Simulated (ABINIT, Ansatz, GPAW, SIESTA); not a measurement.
# NiS2 (P2_1, 6 atoms in the cell) computed with different codes at matched settings

Self-consistent single point.

```xyz
6
Lattice="4.0777 0.0000 0.0000 0.0000 5.2015 0.0000 -2.0103 0.0000 4.8802" Properties=species:S:1:pos:R:3 pbc="T T T"
Ni     1.5559     4.3359     3.6576
Ni     0.5115     1.7352     1.2226
S      0.2519     4.9414     2.0356
S      1.8155     2.3407     2.8446
S      1.2818     1.1258     4.4778
S      0.7855     3.7265     0.4024
```

Shared settings, as Ansatz (an electronic-structure program) writes them: kpoints.mp_grid.grid = 2 2 2; scf.occupations.method = fermi_dirac; scf.occupations.width = 0.02 eV. Potentials and cutoffs stand in the table.

```json
[
 {"code": "ABINIT", "model": "PBEsol, PAW (JTH v2.0 PBE PAW, files made for PBE)", "pressure (GPa)": "-2.95", "largest force (eV/Å)": "0.588", "gap on the mesh (eV)": "0.211", "cutoff": "60 Ry"},
 {"code": "GPAW", "model": "PBEsol, GPAW PAW datasets PBEsol (made by gpaw-setup)", "pressure (GPa)": "0.38", "largest force (eV/Å)": "0.648", "gap on the mesh (eV)": "0.219", "cutoff": "850 eV"},
 {"code": "SIESTA", "model": "GGA PBEsol, numerical atomic orbitals TZP, PseudoDojo PBEsol standard norm-conserving potentials (rewritten from UPF to PSML)", "pressure (GPa)": "-2.56", "largest force (eV/Å)": "0.943", "gap on the mesh (eV)": "0.066", "cutoff": "grid 400 Ry"},
 {"code": "Ansatz", "model": "PBEsol, default PAW files made with PBE", "pressure (GPa)": "-0.36", "largest force (eV/Å)": "0.626", "gap on the mesh (eV)": "0.199", "cutoff": "default"}
]
```

Size of the force on each atom (eV/Å): Sizes of forces hide their directions.

```
code      Ni1    Ni2     S3     S4     S5     S6
------  -----  -----  -----  -----  -----  -----
ABINIT  0.016  0.016  0.588  0.588  0.568  0.568
GPAW    0.018  0.018  0.648  0.648  0.626  0.626
SIESTA  0.016  0.016  0.943  0.943  0.924  0.924
Ansatz  0.018  0.018  0.626  0.626  0.606  0.606
```

Gaps are read on the mesh. Another mesh or the band path gives a smaller gap, so these values are not converged in the mesh.

On Ansatz's run: spin polarisation is off, so a magnetic state, if there is one, cannot be reached.

The spread over the programs that give each value: pressure within 3.33 GPa; largest force within 0.355 eV/Å; gap on the mesh within 0.153 eV.

SIESTA uses small atom-centred bases, whose incompleteness enters pressures, forces and empty levels differently from a plane-wave cutoff. Ansatz's pressure is given at a fixed set of plane waves, as the other plane-wave codes print theirs. In the pressure, ABINIT (by 2.59) and SIESTA (by 2.21) lie more than 1 GPa from the median of the plane-wave programs. In the gap, SIESTA (by 0.144) lies more than 0.12 eV from the median of the plane-wave programs. In the force vectors, SIESTA (by 0.330) lies more than 0.08 eV/Å from the median of the plane-wave programs.

On the base mesh (6 5 5) the same programs gave: Ansatz pressure -1.38 GPa, gap on the mesh 0.133 eV; ABINIT pressure -3.97 GPa, gap on the mesh 0.144 eV; GPAW pressure -0.66 GPa, gap on the mesh 0.148 eV; SIESTA pressure -3.68 GPa.

The values differ from the base mesh's, so the mesh still matters here: the table compares the programs at equal settings.

The starting cell comes from a database of computed structures (which also holds hypothetical and non-ambient phases and stackings), without a prior relaxation at this level.

Left out of this page: CP2K (on another mesh).

Keys are those of Ansatz 0.2.
